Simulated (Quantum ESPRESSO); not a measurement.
## A short convergence ladder for SnO (P4mm, 4 atoms in the cell)

```
SnO
1.0
    3.78100     0.00000     0.00000
    0.00000     3.78100     0.00000
    0.00000     0.00000     4.81580
Sn O
2 2
Cartesian
  1.89050   0.00000   3.71964
  0.00000   1.89050   1.14616
  1.89050   1.89050   0.00000
  0.00000   0.00000   0.00000
```

Base method: PBEsol, GBRV 1.5 ultrasoft (PBESOL) pseudopotentials (plane waves; Quantum ESPRESSO 7.5).

Base settings: ecutwfc = 40 Ry; ecutrho = 200 Ry; occupations = smearing; smearing = fermi-dirac; degauss = 0.00147 Ry; potentials = {Sn: sn_pbesol_v1.4.uspp.F.UPF, O: o_pbesol_v1.2.uspp.F.UPF}; K_POINTS = automatic 5 5 3 0 0 0; conv_thr = 1e-11 Ry; mixing_beta = 0.4.

**The width of Fermi-Dirac smearing**

The mesh stays at the base's, so the ladder's end is converged at best in this setting alone.

Only quantities that move along the ladder and can be compared are tabulated.

```csv
degauss,free energy less the last step's (meV/atom),pressure (GPa),largest difference of a force vector from the last step's (eV/Å)
0.073499 Ry,-290.46,5.87,0.441
0.036749 Ry,-35.84,3.30,0.123
0.0147 Ry,-2.32,3.39,0.042
0.0073499 Ry,0.00,3.51,0.000
```

Widest degauss that holds the forces within 0.02 eV/Å: not settled: the last two steps still differ by 0.042 eV/Å, over half the tolerance, so the ladder does not show it.

Widest degauss that holds the free energy within 5 meV/atom of the last step, with all finer ones: 0.0147 Ry; the step before is off by 36 meV/atom.

Widest degauss that holds the pressure within 1 GPa of the last step, with all finer ones: 0.036749 Ry; the step before is off by 2.4 GPa.

On the base run: the starting cell has typed, rounded lattice constants, without a prior relaxation at this level. Its lattice was rescaled by up to half a per cent. One atom was moved a little off its site on purpose. In the base run, with a pressure of about 4 GPa the cell is away from its equilibrium volume at this level. In the base run, forces exceed 1 eV/Å.
